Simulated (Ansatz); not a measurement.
**Effective masses and thermopower of ZnO under load (space group P6_3mc)**

Given:

```
CELL_PARAMETERS angstrom
      3.19547     0.00000     0.00000
     -1.59774     2.76736     0.00000
      0.00000     0.00000     5.15907
ATOMIC_POSITIONS crystal
  Zn 0.66667 0.33333 0.50073
  Zn 0.33333 0.66667 0.00073
  O  0.66667 0.33333 0.87958
  O  0.33333 0.66667 0.37958
```

Calculation: PBEsol with spin-orbit coupling, rigid bands (plane waves, PAW; Ansatz, a first-principles code). Condition of this run: hydrostatic pressure 5 GPa (the target of the relaxation). Geometry: cell and atoms relaxed with PBEsol, then loaded as said.

```
Quantity                                                                                                                                                          Value
---------------------------------------------------------------------------------------------------------------------------------------  ------------------------------
band gap                                                                                                                                                        0.73 eV
electron conductivity mass (300 K, dilute)                                                                                                                     0.161 mₑ
hole conductivity mass (300 K, dilute)                                                                                                   1.78 (x), 1.78 (y), 2.8 (z) mₑ
effective density of states N_c (300 K)                                                                                                                     1.6e18 cm⁻³
effective density of states N_v (300 K)                                                                                                                     7.3e19 cm⁻³
density-of-states mass, electrons                                                                                                                              0.156 mₑ
density-of-states mass, holes                                                                                                                                    2.0 mₑ
Seebeck coefficient, n-type 1e19 cm⁻³, 300 K                                                                                                                   -95 μV/K
best n-type power factor at 300 K for τ = 10 fs (best axis; densities from 1e16 to 1e21 cm⁻³ tried, whether or not they can be reached)    1.45 μW/(cm·K²) at 3e18 cm⁻³
Seebeck coefficient, p-type 1e19 cm⁻³, 300 K                                                                                                                   429 μV/K
```

Rigid bands; masses and Seebeck coefficients take one relaxation time τ for all states and one kind of carrier; polarons and phonon drag are left out.
